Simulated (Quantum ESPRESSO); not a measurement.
## A series of runs on YTe2 (P4/nmm, 6 atoms in the cell)

```
YTe2
1.0
    4.50158     0.00000     0.00000
    0.00000     4.50158     0.00000
    0.00000     0.00000     9.02462
Y Te
2 4
Direct
  0.00000   0.50000   0.72844
  0.50000   0.00000   0.27156
  0.00000   0.00000   0.00000
  0.50000   0.50000   0.00000
  0.00000   0.50000   0.37198
  0.50000   0.00000   0.62802
```

Base run A: PBEsol, SSSP 1.1.2 efficiency (PBE) pseudopotentials (Quantum ESPRESSO), self-consistent single point.

Its settings: ecutwfc = 40 Ry; ecutrho = 320 Ry; occupations = smearing; smearing = gauss; degauss = 0.0073499 Ry; input_dft = pbesol; potentials = {Y: Y_pbe_v1.uspp.F.UPF, Te: Te_pbe_v1.uspp.F.UPF}; K_POINTS = automatic 5 5 2 0 0 0; conv_thr = 1e-10 Ry.

The starting cell comes from a database of computed structures (which also holds hypothetical and non-ambient phases and stackings), without a prior relaxation at this level. Its lattice was rescaled by a random factor within 2.5 % of one. In the base run, with a pressure of about -5 GPa the cell is away from its equilibrium volume at this level. Without a gap this mesh is coarse (it stands for a supercell whose shortest vector is 18 Å).

A dash stands where there is no value to compare (another energy zero or no entropy term, no result, no spin, no clean gap, or a mesh too coarse for one). 

Run A gave: pressure (GPa) -4.59; largest force (eV/Å) 0.041.

Runs:
- B: vdw_corr: default → grimme-d3; dftd3_version: default → 3; dftd3_threebody: default → false [PBEsol-D3(0)]
- C: vdw_corr: default → grimme-d3; dftd3_version: default → 4; dftd3_threebody: default → false [PBEsol-D3(BJ)]
- D: vdw_corr: default → grimme-d3; dftd3_version: default → 4; dftd3_threebody: default → true [PBEsol-D3(BJ) with three-body term]

What does run C change against A?

The pressure goes from -4.59 to -6.95 GPa and the largest force goes from 0.041 to 0.046 eV/Å.

What does run B change against A?

The pressure goes from -4.59 to -5.65 GPa and the largest force goes from 0.041 to 0.061 eV/Å.

What does run D change against A?

The pressure goes from -4.59 to -6.74 GPa and the largest force goes from 0.041 to 0.046 eV/Å.

```json
[
 {"run": "A", "pressure (GPa)": "-4.59", "largest force (eV/Å)": "0.041", "dispersion energy (eV/atom)": "–"},
 {"run": "B", "pressure (GPa)": "-5.65", "largest force (eV/Å)": "0.061", "dispersion energy (eV/atom)": "-0.217"},
 {"run": "C", "pressure (GPa)": "-6.95", "largest force (eV/Å)": "0.046", "dispersion energy (eV/atom)": "-0.439"},
 {"run": "D", "pressure (GPa)": "-6.74", "largest force (eV/Å)": "0.046", "dispersion energy (eV/atom)": "-0.418"}
]
```
